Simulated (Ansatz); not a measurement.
# Response to strain in Zr

Base system: Zr in the hcp (Mg type) structure (space group P6_3/mmc, No. 194; relaxed with 0.1 eV smearing).

```xyz
2
Lattice="3.1825 0.0000 0.0000 -1.5912 2.7561 0.0000 0.0000 0.0000 5.1235" Properties=species:S:1:pos:R:3 pbc="T T T"
Zr     0.0000     1.8374     3.8426
Zr     1.5912     0.9187     1.2809
```

Cartesian axes are those of the cell as printed.

Strains are applied to the cell and any free atomic positions relax; under stress the whole cell relaxes.

Method: PBEsol (Ansatz, a quantum-chemistry and plane-wave program), no SOC.

Notes on the quantities. energy relative to the base: free energy F; pressure: mean of the normal stresses, compression positive.

| variant | energy relative to the base | space group | shortest interatomic distance | pressure |
|---|---|---|---|---|
| base | 0 meV/atom | P6_3/mmc (No. 194) | 3.153 Å | 0.0 GPa |
| isotropic strain +2.23 % | +29 meV/atom | P6_3/mmc (No. 194) | 3.223 Å | -5.9 GPa |
| uniaxial strain ε_xx = +2.66 % | +6.5 meV/atom | Cmcm (No. 63) | … | … |
| uniaxial stress, 2 GPa compression along x | … | Cmcm (No. 63) | … | – |
| tensor shear ε_xz = +0.14 % | 0.0 meV/atom | C2/c (No. 15) | 3.149 Å | 0.0 GPa |

### Question
What belongs in the blanks?

### Answer

- uniaxial strain ε_xx = +2.66 %, shortest interatomic distance: 3.156 Å
- uniaxial strain ε_xx = +2.66 %, pressure: -2.4 GPa
- uniaxial stress, 2 GPa compression along x, energy relative to the base: +3.3 meV/atom
- uniaxial stress, 2 GPa compression along x, shortest interatomic distance: 3.109 Å

Beyond what the load breaks, stability against distortions was not tested. The final runs are not spin-polarised.
